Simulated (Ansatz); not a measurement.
The starting structures come from a database of crystals and need not be the phases stable at ambient conditions.

By PBEsol, the system below comes out a metal.

Given:

```
AlSc
1.0
    3.37035     0.00000     0.00000
    0.00000     4.76639     0.00000
    0.00000     2.38320     2.38320
Sc Al
1 1
Direct
  0.50000   0.50000   0.00000
  0.00000   0.00000   0.00000
```

Space group of this cell: Pm-3m, CsCl type. The cell is taken as given; by PBEsol its mean pressure is -1.8 GPa.

The current flows along the normal of the first two printed cell vectors, the (110) plane of the conventional cell. No spin-orbit coupling; the value is a mean over 0.1 eV about the Fermi level.

Problem. Give the ballistic conductance per area that PBEsol run with Ansatz (an electronic-structure program) yields.

Solution. 0.38 × 10¹⁵ S/m² for both spins.
